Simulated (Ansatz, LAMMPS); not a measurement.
Si well of 9 atomic layers along [001] in random Si0.7Ge0.3, interfaces sharp. Cell 16.67 × 16.67 × 49.69 Å, Si499Ge149, 648 atoms. Prepared with Tersoff's 1989 multicomponent potential (SiCGe.tersoff) run with LAMMPS: minimisation. 

Basis: localised support functions (accuracy medium) on a full density matrix. k-points: zone centre alone; occupations: Fermi-Dirac, 0.010 eV; spin polarisation not allowed. No spin-orbit coupling.

Question: Give the gap and bonding at the level PBE, support functions at accuracy medium on the grid of 370 eV (Ansatz, an electronic-structure program).

Answer: 
* **Kohn-Sham gap of the cell on its k-mesh**: 0.42 eV
* **weight of the highest filled level on the well**: 0.21
* **weight of the lowest empty level on the well**: 0.86
* **coordination (neighbours within 2.857 Å)**: 100.0 % 4-fold
* **Ge-Ge bonds, mean ± spread**: 2.471 ± 0.006 Å
* **Ge-Si bonds, mean ± spread**: 2.424 ± 0.007 Å
* **Si-Si bonds, mean ± spread**: 2.382 ± 0.006 Å
* **bond angles, mean ± spread**: 109.5° ± 1.1°
* **pressure**: -0.75 GPa
